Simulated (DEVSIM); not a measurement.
System: Pt/La2O3/p-Si capacitor, at 300 K.

```
layer (left to right)  material  thickness (nm)  Na (cm⁻³)
---------------------  --------  --------------  ---------
1                         La2O3            15.0          -
2                            Si            3100     3.4e16
```

Metal gate on the left, work function 5.6 eV. Fixed charge at the semiconductor interface 0 cm⁻² (in units of +e); no interface traps.

This is a model device: material constants are rounded textbook-type values typed into the input, and sizes, dopings and lifetimes were drawn at random. Values at 300 K.

```
parameter      La2O3       Si
-------------  -----  -------
gap (eV)         5.8    1.124
affinity (eV)    1.8     4.05
permittivity      27     11.7
Nc (cm⁻³)          -  2.86e19
Nv (cm⁻³)          -   3.1e19
```

Simulated with DEVSIM: 1D Poisson equation in equilibrium, Boltzmann statistics, complete ionisation; no quantum confinement or tunnelling. Metal contacts follow the ideal Schottky-Mott rule: no Fermi-level pinning, no interface dipoles.

Q: Tabulate band edges, carrier densities and field at 1.1 V on the gate.

A: Energies count from the Fermi level of the right contact; mesh points crowd at the junctions.

```csv
x (μm),Ec (eV),Ev (eV),n (cm⁻³),p (cm⁻³),field (V/cm)
0.000,2.700,-3.100,< 1e2,< 1e2,29000
0.001359,2.704,-3.096,< 1e2,< 1e2,29000
0.004214,2.712,-3.088,< 1e2,< 1e2,29000
0.009109,2.727,-3.074,< 1e2,< 1e2,29000
0.01346,2.739,-3.061,< 1e2,< 1e2,29000
0.01491,2.743,-3.057,< 1e2,< 1e2,29000
0.01629,0.502,-0.622,1.0e11,1.1e9,66000
0.02107,0.533,-0.591,3.1e10,3.7e9,64000
0.03015,0.589,-0.535,3.6e9,3.2e10,59000
0.05187,0.705,-0.419,4.0e7,2.9e12,48000
0.09959,0.874,-0.251,61000,1.9e15,23000
0.2674,0.948,-0.176,3400,3.4e16,29
0.5855,0.948,-0.176,3400,3.4e16,≈ 0
1.347,0.948,-0.176,3400,3.4e16,≈ 0
2.495,0.948,-0.176,3400,3.4e16,≈ 0
2.841,0.948,-0.176,3400,3.4e16,≈ 0
2.998,0.948,-0.176,3400,3.4e16,≈ 0
3.064,0.948,-0.176,3400,3.4e16,≈ 0
3.098,0.948,-0.176,3400,3.4e16,≈ 0
3.108,0.948,-0.176,3400,3.4e16,≈ 0
3.113,0.948,-0.176,3400,3.4e16,≈ 0
3.115,0.948,-0.176,3400,3.4e16,≈ 0
```
